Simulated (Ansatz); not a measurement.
Base system: WSi$_{2}$ (space group I4/mmm, No. 139; a = 3.202 Å, c = 7.818 Å; relaxed with 0.1 eV smearing). Axes: x, y, z lie along a, b, c of the conventional cell.

The values are results of Ansatz (a quantum-chemistry and plane-wave program), PBEsol, PAW, cutoff 420 eV, scalar-relativistic without spin-orbit coupling, not measurements.

It is then changed as follows: a pure shear with ε_xz = ε_zx = 0.0143; the atoms relax in the strained cell.

### Question
Predict the stress tensor and what it implies for the stiffness.

### Answer
Stress of the strained cell less that of the base (GPa, compression positive):
```
    0.2     0.0    -6.0
    0.0     0.2     0.0
   -6.0     0.0     0.2
```

Then −Δσ/γ with γ = 2ε = 0.0286 gives secant stiffness values (nonlinear terms included at this strain): C55 ≈ 209 GPa.

As a check, the harmonic strain energy −½ V₀ Δσ:ε is 7.1 meV/atom; the computed energy rise is 7.2 meV/atom.

Stability against distortions was not tested. All final runs are without spin polarisation.
